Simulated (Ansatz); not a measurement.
The starting structures come from a database of crystals and need not be the phases stable at ambient conditions.

Evanescent states of LiTaF6 (R-3, not sure to be the ambient phase, 8 atoms a cell, 13.1 Å³ an atom) along the normal of (101)

All values below come from r2SCAN (plane waves, PAW; Ansatz, a quantum-chemistry and plane-wave program).

No gap correction and no spin-orbit coupling; mid-gap values are interpolated between computed energies.

Energies count from the valence-band top; κ is the least over a 8×6 mesh across the current.

```
E (eV)     κ (1/Å)  where
------  ----------  -----
0.16         0.343      Γ
0.48         0.409      Γ
0.80         0.464      Γ
1.12         0.506      Γ
1.44         0.540      Γ
1.76    (withheld)      Γ
2.08    (withheld)      Γ
2.40    (withheld)      Γ
2.72    (withheld)      Γ
3.04    (withheld)      Γ
3.36    (withheld)      Γ
3.68    (withheld)      Γ
4.00    (withheld)      Γ
4.32    (withheld)      Γ
4.64    (withheld)      Γ
4.96    (withheld)      Γ
5.28    (withheld)      Γ
5.60         0.605      Γ
5.92         0.590      Γ
6.24         0.570      Γ
6.56         0.543      Γ
6.88         0.454  off Γ
```

Question: What belongs in the gaps?

Answer: 
- 1.76, κ (1/Å): 0.567
- 2.08, κ (1/Å): 0.588
- 2.40, κ (1/Å): 0.604
- 2.72, κ (1/Å): 0.617
- 3.04, κ (1/Å): 0.627
- 3.36, κ (1/Å): 0.633
- 3.68, κ (1/Å): 0.637
- 4.00, κ (1/Å): 0.638
- 4.32, κ (1/Å): 0.636
- 4.64, κ (1/Å): 0.632
- 4.96, κ (1/Å): 0.626
- 5.28, κ (1/Å): 0.617
